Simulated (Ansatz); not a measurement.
Terminations of the (0001) surface of hcp Ru, measured from the surface 'clean 1x1'. Atoms come from or go to: Al: fcc Al, Mo: bcc Mo, Os: hcp Os, Re: hcp Re, Ru: hcp Ru. ΔE is the energy of forming the row's surface from that one (negative: more stable at these reservoirs); the vacuum level's shift is aligned on the shared bottom. No zero-point or thermal terms. These are constructed structures in small cells; real faces may alloy, dewet or reconstruct in larger ones, and not all known structures of the face are among them. Slabs of about 11 Å, Fermi-Dirac smearing of 0.1 eV. Bottom of the slabs: a bare face, its two planes held. Relaxed from the named starts with such symmetry as they have, on meshes of like density; energies extrapolated to zero smearing; spin only where a row says so; no spin-orbit coupling, no U. Brackets mark spin-polarised runs, whose order is one that fits the cell. A dash marks a value that is undefined for that row (no clear gap, or no work function of a gapped slab) or was not read reliably on its mesh.

Computed with PBE (plane waves to 420 eV, PAW; Ansatz, a quantum-chemistry and plane-wave program).

```csv
surface,atoms added per 1x1,ΔE per 1x1 (eV),shift of the vacuum level (eV),work function (eV)
a layer of Mo in place of the second plane,"+1 Mo, -1 Ru",?,-0.32,4.65
a layer of Al in place of the second plane,"+1 Al, -1 Ru",?,0.19,5.15
a layer of Os in place of the second plane,"+1 Os, -1 Ru",-0.05,-0.08,4.89
a layer of Re in place of the third plane,"+1 Re, -1 Ru",?,-0.04,4.95
```

Complete the blanks.


- a layer of Mo in place of the second plane, ΔE per 1x1 (eV): -0.10
- a layer of Al in place of the second plane, ΔE per 1x1 (eV): -0.68
- a layer of Re in place of the third plane, ΔE per 1x1 (eV): -0.11
